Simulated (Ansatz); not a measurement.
Results of PBEsol+SOC (plane waves, PAW; Ansatz, a program for electronic structure) for HfCdO3 (model structure, started from the tetragonal perovskite type, P4mm, No. 99, 5 atoms in the cell).

Numerical settings: plane-wave cutoff 520 eV, 14×14×14 k mesh, Fermi–Dirac smearing 0.05 eV, PAW data made under PBE.

Cell (relaxed with PBEsol):

```cif
data_CdHfO3
_chemical_formula_sum 'Hf1 Cd1 O3'
_space_group_name_H-M_alt 'P 1'
_space_group_IT_number 1
_cell_length_a 4.06892
_cell_length_b 4.06892
_cell_length_c 4.19292
_cell_angle_alpha 90.000
_cell_angle_beta 90.000
_cell_angle_gamma 90.000
loop_
_space_group_symop_operation_xyz
  'x, y, z'
loop_
_atom_site_label
_atom_site_type_symbol
_atom_site_fract_x
_atom_site_fract_y
_atom_site_fract_z
_atom_site_occupancy
Hf1 Hf 0.50000 0.50000 0.42985 1
Cd1 Cd 0.00000 0.00000 0.07356 1
O1 O 0.50000 0.50000 0.89781 1
O2 O 0.50000 0.00000 0.35239 1
O3 O 0.00000 0.50000 0.35239 1
```

Problem. Predict the band gap.

Solution. 
- band gap: 0.38 eV (on the SCF k mesh)

Note: the relaxation could raise the start's symmetry but not lower it, so the cell can be a saddle point.

A model structure was made by putting elements into a prototype or built by hand; it is no filed structure, need not be a known phase, and can be a saddle point held by its symmetry.
